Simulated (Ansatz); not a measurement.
A relaxation of cell and atoms of Zr₂Rh (Ibam, 6 atoms in the cell) with Ansatz (an electronic-structure program).

Method: PBEsol, PAW files made with PBE (plane waves; Ansatz).

```xyz
6
Lattice="-3.1701 3.1791 2.7796 3.1701 -3.1791 2.7796 3.1701 3.1791 -2.7796" Properties=species:S:1:pos:R:3 pbc="T T T"
Zr     1.0648     5.2897     0.0000
Zr     2.1053    -2.1106     2.7796
Zr     1.0648     1.0686     2.7796
Zr     2.1053     2.1106     0.0000
Rh     3.1701     0.0000     1.3898
Rh     0.0000     3.1791     1.3898
```

Reference input (self-consistent single point, DFT, PBEsol, plane waves, PAW files made with PBE): kpoints.mp_grid.grid = 5 5 5; hamiltonian.xc = pbesol; hamiltonian.pseudopotentials = {kind: paw} (the program's default PAW files); scf.occupations.method = fermi_dirac; scf.occupations.width = 0.05 eV. This run's input differs from it in these lines:

```diff
@@ -20,2 +20,4 @@
   occupations: { method: fermi_dirac, width: 0.05 }
+relax:
+  cell: {}
 output:
```

Output, abridged:

```
   [... SCF lines of the steps left out ...]
relax step   1: F+E_penalty+E_count = -29195.55837996 eV  Δ(F+E_penalty+E_count) = +0.000e0 eV  max|allowed force component| = 2.347e-1 eV/Å  Δτ_max = 0.0000 Å  P = +5.523 GPa  Ω = 112.055 Å³  (9 SCF iters, dr2 threshold 1.00e-7 eV, accepted)
relax step   2: F+E_penalty+E_count = -29195.33660190 eV  Δ(F+E_penalty+E_count) = +2.218e-1 eV  max|allowed force component| = 4.583e-1 eV/Å  Δτ_max = 0.0860 Å  P = -9.167 GPa  Ω = 122.963 Å³  energy of the carried Pulay correction = -1.869e-3 eV  [...]
   [... lines left out ...]
relax step   6: F+E_penalty+E_count = -29195.64132111 eV  Δ(F+E_penalty+E_count) = -1.692e-4 eV  max|allowed force component| = 1.487e-3 eV/Å  Δτ_max = 0.0001 Å  P = -0.006 GPa  Ω = 115.251 Å³  energy of the carried Pulay correction = -5.661e-4 eV  [...]
relax step   7: F+E_penalty+E_count = -29195.64184621 eV  Δ(F+E_penalty+E_count) = -5.251e-4 eV  max|allowed force component| = 1.571e-3 eV/Å  Δτ_max = 0.0000 Å  P = -0.007 GPa  Ω = 115.251 Å³  stress off target by 1.38e-2 GPa  SCF on the basis [...]
basis re-selected at this cell: Δ(F+E_penalty+E_count) = -5.251e-4 eV, ΔP = -0.002 GPa vs the last step
the relaxation is at rest under the 8 symmetry operations that the run kept from its start: a minimum is not shown …
Stability not checked: this state was not tested for a lower state beside it, because too few of the mixer's solves of this state at the end of the SCF gave a …
Free energy (F): -29195.641846 eV
Internal energy: -29195.574620 eV  (E = F + TS)
   [... lines left out ...]
Fermi energy:    16.437954 eV
  cell:  # Å, volume = 115.2507 Å³
   [... lines left out ...]
    - { symbol: Zr, position: [0.16389502816884344, 0.8360732910300107, -3.1680801145739235e-5] }
    - { symbol: Zr, position: [0.6638950281688435, 0.6639267089699892, 0.32782173713883267] }
    - { symbol: Zr, position: [0.3361049718311566, 0.3360732910300108, 0.6721782628611673] }
    - { symbol: Rh, position: [0.25000000000000006, 0.75, 0.5] }
    - { symbol: Rh, position: [0.75, 0.24999999999999997, 0.4999999999999999] }
```

The run converged.  The full log also holds: “iter 5 did not close the SCF: its close was put off for the readings that it lacked (scf_convergence_deferred on its scf_iter line)”. The full log also holds: “iter 4 did not close the SCF: its close was put off for the readings that it lacked (scf_convergence_deferred on its scf_iter line)”.

Summary of the result:
* **Free energy E − TS (on the zero of these files)**: -29195.6418 eV
* **Fermi level (on the code's own zero)**: 16.44 eV
* **Pressure**: -0.01 GPa
* **Largest force (vector length)**: 0.002 eV/Å
* **Final cell**: a = b = c = 5.3362 Å, α = 105.66°, β = 105.62°, γ = 117.44°
* **Final volume per atom**: 19.21 Å³
* **Relaxation steps**: 7

The starting cell comes from a database of computed structures (which also holds hypothetical and non-ambient phases and stackings), without a prior relaxation at this level. Its lattice was rescaled by a random factor within 2.5 % of one. Spin polarisation is off. The relaxation keeps the symmetry of its start, so its end need not be a minimum. Ansatz's pressure includes its estimate of the finite-basis (Pulay) stress.

Cost on one core of a shared machine: roughly 40 s.

Keys are those of Ansatz 0.2.
